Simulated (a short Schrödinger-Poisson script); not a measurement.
## MOS inversion layer, SiO2 on p-type Si(100)

System: MOS inversion layer, SiO2 on p-type Si(100), at 400 K.

| layer | material | thickness (nm) | Na (cm⁻³) |
|---|---|---|---|
| 1 | SiO2 | 2 | - |
| 2 | Si | 220 | 9.5e17 |

Constants are typed, rounded textbook-type inputs, not results; the design itself was drawn at random and stands for no fabricated device. SiO2: permittivity 3.9, conduction-band edge (eV) 3.15, gap (eV) 9, electron mass (mₑ) 0.5. Si: permittivity 11.7, conduction-band edge (eV) 0, gap (eV) 1.124, Nv at 300 K (cm⁻³) 3.1e19.

Channel valleys (confinement mass, in-plane density-of-states mass, number): Δ2 0.916, 0.19, 2; Δ4 0.19, 0.417, 4. At the gate the conduction-band edge of layer 1 lies 3.63 eV − eVg above the Fermi level of the channel; the field vanishes at the back. Gaps are held at their typed values at every temperature. Mesh 0.03 nm at interfaces.

From a short Schrödinger-Poisson script (our own, NumPy): 1D Poisson equation in equilibrium, electrons quantum, Hartree (BenDaniel-Duke, 12 states a valley, the channel's in-plane mass for all, wave functions ending at the dielectric), parabolic valleys, classical holes, full ionisation, no traps, pinning or gate leakage.

```csv
Vg (V),electrons (cm⁻²),C (μF/cm²),Δ2 E0 (meV),Δ2 E1 (meV),Δ4 E0 (meV),Δ4 E1 (meV)
0.6,3.36e9,0.277,273.8,349.8,343.9,467.0
0.7,3.16e10,0.345,195.2,274.2,268.1,396.3
0.8,2.07e11,0.659,129.0,211.1,204.8,337.4
0.9,6.60e11,0.990,87.1,172.6,166.4,302.1
1,1.30e12,1.16,61.4,150.6,144.5,282.7
1.1,2.03e12,1.25,43.6,136.5,130.4,270.8
1.2,2.82e12,1.30,29.8,126.3,120.4,262.5
1.3,3.63e12,1.34,18.5,118.5,112.7,256.5
1.4,4.46e12,1.36,8.8,112.1,106.5,251.8
1.5,5.31e12,1.38,0.2,106.8,101.3,248.0
1.6,6.18e12,1.40,-7.7,102.2,96.8,244.8
1.7,7.05e12,1.41,-14.9,98.2,92.8,242.1
1.8,7.93e12,1.42,-21.7,94.5,89.3,239.7
1.9,8.82e12,1.43,-28.1,91.2,86.0,237.6
2,9.71e12,1.44,-34.2,88.1,83.0,235.7
2.1,1.06e13,1.44,-40.0,85.3,80.3,234.0
2.2,1.15e13,1.45,-45.7,82.6,77.7,232.5
2.3,1.24e13,1.45,-51.2,80.1,75.2,231.1
2.4,1.33e13,1.46,-56.5,77.7,72.9,229.7
2.5,1.42e13,1.46,-61.7,75.5,70.6,228.5
2.6,1.51e13,1.47,-66.8,73.3,68.5,227.4
```

Subbands count from the Fermi level.
